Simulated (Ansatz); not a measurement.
## A self-consistent single point of Na (Im-3m, 1 atom in the cell) with Ansatz

Level of theory: PBE (plane waves, PAW; Ansatz, an electronic-structure program).

Input:

Ansatz 0.2 input:
```yaml
# Na
crystal:
  lattice:
    - [-2.140650, 2.140650, 2.140650]
    - [2.140650, -2.140650, 2.140650]
    - [2.140650, 2.140650, -2.140650]
  atoms:
    - { symbol: Na, position: [0.000000, 0.000000, 0.000000] }
basis:
  ecutwfc: 30.9 Ry
kpoints:
  mp_grid: { grid: [11, 11, 11] }
hamiltonian:
  xc: pbe
  pseudopotentials: { kind: paw }
scf:
  occupations: { method: fermi_dirac, width: 0.0073 Ry }
output:
  forces: true
  eigenvalues: true
  stress: true
```

Output (repeated stretches shortened):

```
WARN ansatz: RAYON_NUM_THREADS=1 ignored (pool sized by the plan → 1); use --threads N
Pseudopotentials: kind: paw
Pseudopotential: Na, paw, valence charge 9
Crystal: 1 atoms, lattice volume = 39.237 Å³
Basis set: ecut = 420.4159175005146 eV, 767 PW (Γ), exchange–correlation on 50×50×50 points (8 copies of the dense FFT grid, shifted against one another)
Bands: 9, of which v1, the nominal top of the filled ones, is band 5 counted from 1 (4 counted from 0)
Symmetry: 48 space group operations
Space group: Im-3m (ITA 229), of the structure as read, at distance tolerance 3.4e-5 Å
k-points: 56 of 1331
Initial density: superposition of atomic densities (neutral atoms: chi_scale 0, normalization atom), corrected by the library's trained network
Initial wavefunctions: pseudopotential atomic-orbital guess
Eigensolver: davidson
Functional: x = pbe(κ = 0.804, μ = 0.2195149727645171), c = pbe(β = 0.06672455060314922)
SCF iter   1: F=—  HF=-1486.422365 eV  |F-HF|=—  |Δ(HF+E_count)|=         —  Δρ=4.80e-4  dr2=4.34e-5  ethr=1.77e-3  ⟨swp⟩=4.9  Hψ=3199  notcnv=0
all-band conjugate gradients solve this SCF's bands
preconditioner: auto → Kerker (q_TF=auto, 2.135 Å⁻¹)
SCF iter   2: F=—  HF=-1486.422239 eV  |F-HF|=—  |Δ(HF+E_count)|=   1.26e-4  Δρ=1.44e-4  dr2=5.63e-6  ethr=4.82e-7  ⟨swp⟩=2.1  Hψ=1225  notcnv=0
SCF iter   3: F=—  HF=-1486.422258 eV  |F-HF|=—  |Δ(HF+E_count)|=   1.89e-5  Δρ=7.75e-5  dr2=2.32e-6  ethr=6.26e-8  ⟨swp⟩=2.4  Hψ=706  notcnv=0
SCF iter   4: F=—  HF=-1486.422264 eV  |F-HF|=—  |Δ(HF+E_count)|=   6.30e-6  Δρ=2.75e-5  dr2=2.73e-7  ethr=2.58e-8  ⟨swp⟩=2.6  Hψ=766  notcnv=0
iter 5 did not close the SCF: its close was put off for the readings that it lacked (scf_convergence_deferred on its scf_iter line)
SCF iter   5: F=-1486.422264 eV  HF=-1486.422264 eV  |F-HF|=2.28e-8  |Δ(HF+E_count)|=   5.99e-8  Δρ=9.50e-6  dr2=1.85e-8  ethr=3.03e-9  ⟨swp⟩=2.1  Hψ=714  notcnv=0
SCF iter   6: F=-1486.422264 eV  HF=-1486.422264 eV  |F-HF|=8.46e-10  |Δ(HF+E_count)|=   1.03e-8  Δρ=2.17e-6  dr2=1.03e-9  ethr=2.06e-10  ⟨swp⟩=2.0  Hψ=1598  notcnv=0
SCF 1 converged in 6 iterations: F = -1486.422264 eV  dr2 = 1.03e-9
SCF converged after 6 iterations
Free energy (F): -1486.422264 eV
Harris-Foulkes:  -1486.422264 eV  (|F-HF|=8.46e-10)
Internal energy: -1486.408011 eV  (E = F + TS)
E sigma→0 (E₀):  -1486.415138 eV
Entropy (-TS):   -0.014253 eV (-14.253 meV/atom)
Fermi energy:    1.527578 eV
--- Per-component energies (eV) ---
  E_band       = -243.537267
  E_kinetic    = 120.037781
  E_local      = -1459.167232  (includes V_loc(G=0)·N_el)
  E_nonlocal   = 115.068275
  E_hartree    = 534.810068
  E_xc         = -38.265444
  E_vxc        = -49.162989  (∫ρ·V_xc dr)
  E_paw        = -263.166132  (= ΣΔE_a)
  E_vpaw       = -39.934509  (= ΣTr[D̂ρ^β])
  E_aug_tail   = -0.000034  (compensation charges beyond the density's cutoff)
  E_ewald      = -495.725293
  E_smearing   = -0.014253  (= −TS)
  E_closure    = 0.000000  (closes the sum)
  Σ components = -1486.422264   (vs F -1486.422264, Δ=0.00e0)
--- Forces (eV/Å), atoms counted from 1 ---
  atom   1  Na     0.00000000     0.00000000     0.00000000
  max |Σ_I F_I| component: 1.80e-32 eV/Å
--- Stress (GPa, compression-positive) ---
       -0.409797      -0.000000       0.000000
        0.000000      -0.409797      -0.000000
        0.000000      -0.000000      -0.409797
  P = ⅓ Tr σ = -0.4098 GPa (-4.098 kbar)
  The stress holds the Pulay correction. Without it, at fixed plane waves, as pw.x and ABINIT print it: P = -0.4116 GPa
--- Band table (eV; the first three rows and the last of 56) ---
  k-point 0: bands = ["-51.5369", "-23.4430", "-23.4430", "-23.4430", "-1.6536", "12.8711", "12.8711", "12.8711", "13.8405"]
  k-point 1: bands = ["-51.5367", "-23.4453", "-23.4438", "-23.4430", "-1.5139", "11.2125", "12.0895", "12.3308", "12.8811"]
  k-point 2: bands = ["-51.5364", "-23.4515", "-23.4459", "-23.4430", "-1.0969", "8.9255", "11.0908", "11.5561", "11.9186"]
  k-point 55: bands = ["-51.5342", "-23.4641", "-23.4637", "-23.4637", "4.8913", "6.0005", "6.2674", "6.2674", "7.0712"]
```

The run converged in 6 iterations.

The starting cell has typed, rounded lattice constants, without a prior relaxation at this level. Its lattice was rescaled by up to half a per cent. Ansatz's pressure includes its estimate of the finite-basis (Pulay) stress.
